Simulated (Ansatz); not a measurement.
**Response to strain in Si**

Take Si in the diamond structure (space group Fd-3m, No. 227; a = 5.444 Å) as the base. Axes: x, y, z lie along the cube axes.

Strains are applied to the cell and any free atomic positions relax; under biaxial strain the out-of-plane vector relaxes too.

Levels (all Ansatz, a first-principles code, PAW): r2SCAN (500 eV, scalar-relativistic without spin-orbit coupling); HSE06 (420 eV, without spin-orbit coupling).

Band gaps by level, all at the geometries relaxed with r2SCAN:

```csv
case,r2SCAN,HSE06
base,0.78 eV,1.14 eV
"biaxial strain −2.33 %, plane normal [001], relaxed out of plane",0.49 eV,0.86 eV
"biaxial strain −1.11 %, plane normal [001], relaxed out of plane",0.64 eV,1.01 eV
"biaxial strain +2.73 %, plane normal [110], relaxed out of plane",0.57 eV,0.95 eV
"biaxial strain −1.13 %, plane normal [111], relaxed out of plane",0.68 eV,1.04 eV
tensor shear ε_xz = −0.80 %,0.69 eV,1.06 eV
```

A biaxial case was relaxed in a doubled cell and then solved in the primitive one. Single points use the geometry relaxed with r2SCAN. The hybrid gap comes from the SCF mesh plus the semilocal run's edge points and a few special points and is an upper bound. Stability against distortions was not tested.
